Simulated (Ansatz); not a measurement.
Functionals compared on NH3 on the (0001) surface of wurtzite GaN (2x2 N adatom at H3; a constructed slab, bottom: 3 H on 4 bottom sites), one in a cell of 36 Å², started at the site 'hollow N-N-N over Ga at depth 1.8 Å', in Ansatz (plane waves, PAW). The structure was relaxed with PBE; the other rows are single points on it, each with its references at the same level. Cutoff 420 eV (500 eV for r2SCAN).

Host crystal: wurtzite GaN, with a band gap (PBE, scalar-relativistic without spin-orbit coupling).

Model: 48-atom slab, 13.4 Å thick at the start with caps and adatoms under the adsorbate (thin: gaps and levels are the slab's own), 4x4x1 mesh, Fermi-Dirac 0.01 eV, dipole correction, 23 atoms held, the rest relaxed; no symmetry held; no spin, no spin-orbit, no U, no dispersion correction. At the end it is bonded to Ga. In PBE it is, or lies within 0.03 eV of, the lowest of the starts that converged. These notes are the PBE run's. Adsorption energies are against NH3(g). A negative adsorption energy means that the adsorbate is more stable on the surface than in its reference.

```
functional  adsorption energy (eV)  gap of the slab on its k-mesh (eV)  highest filled level below the top vacuum level (eV)
----------  ----------------------  ----------------------------------  ----------------------------------------------------
PBE                          -1.33                                0.60                                                  3.91
RPBE                             …                                   …                                                     …
r2SCAN                       -1.58                                0.92                                                  4.07
```

**Question.** Some entries are withheld; supply them.

**Answer.** 
- RPBE, adsorption energy (eV): -1.06
- RPBE, gap of the slab on its k-mesh (eV): 0.64
- RPBE, highest filled level below the top vacuum level (eV): 3.79

Ansatz is a quantum-chemistry and plane-wave program.
